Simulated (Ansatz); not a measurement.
Pressure series in MgH2

The parent structure is MgH₂ (space group Pbcn, No. 60; a = 4.4745 Å, b = 5.3945 Å, c = 4.8951 Å; a cell from a computed database, its experimental status unchecked).

Cell and atoms are relaxed at each pressure.

Method: PBEsol (Ansatz, a quantum-chemistry and plane-wave program), no spin-orbit coupling.

| pressure (GPa) | volume per atom (Å³/atom) |
|---|---|
| -2 | 10.294 |
| -1 | 10.060 |
| 0 | 9.846 |
| 0.3 | ? |
| 0.7 | 9.708 |
| 1.5 | 9.558 |
| 3 | 9.298 |
| 5 | 8.990 |
| 7.5 | 8.639 |

### Question
Fit the third-order Birch–Murnaghan form P(V) = (3B₀/2)[(V₀/V)^(7/3) − (V₀/V)^(5/3)]·[1 + (3/4)(B₀′ − 4)((V₀/V)^(2/3) − 1)] (squares taken in P) to the rows shown and predict the withheld row.

### Answer
Least squares on the printed values gives V₀ = 9.848 Å³/atom, B₀ = 48.3 GPa, B₀′ = 2.7; this predicts 9.788 Å³/atom, and the run gives 9.787 Å³/atom, in agreement.

Load acts through the strain it causes; cell and atoms are relaxed under it. No phonon test of stability was made. No other phases were tried under pressure.
